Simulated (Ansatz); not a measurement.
# A computed series for In2O3: pressure series

Start from In₂O₃ in the corundum structure (space group R-3c, No. 167; a = 5.5126 Å, c = 14.5353 Å (hexagonal axes)).

Cell and atoms are relaxed at each pressure.

Level of theory: plane-wave PAW DFT at the PBEsol level (Ansatz, an electronic-structure program, 420 eV), no spin-orbit coupling.

```
change             electron mass  smallest direct gap    band gap   c/a ratio
----------------  --------------  -------------------  ----------  ----------
base              0.15 mₑ (at Γ)              1.17 eV     1.11 eV       2.637
pressure −2 GPa   0.15 mₑ (at Γ)              1.10 eV     1.04 eV       2.645
pressure −1 GPa   0.15 mₑ (at Γ)           (withheld)  (withheld)  (withheld)
pressure 0.3 GPa  0.15 mₑ (at Γ)              1.18 eV     1.12 eV       2.636
pressure 5 GPa    0.16 mₑ (at Γ)              1.33 eV     1.28 eV       2.614
pressure 7.5 GPa  0.17 mₑ (at Γ)              1.40 eV     1.36 eV       2.602
```

Fill in the withheld entries from the trend.


- pressure −1 GPa, smallest direct gap: 1.13 eV
- pressure −1 GPa, band gap: 1.08 eV
- pressure −1 GPa, c/a ratio: 2.641

Load acts through the strain it causes; cell and atoms are relaxed under it. Effective masses come from finite differences of ±0.01 Å⁻¹. Stability against distortions was not tested. No other phases were tried under pressure.
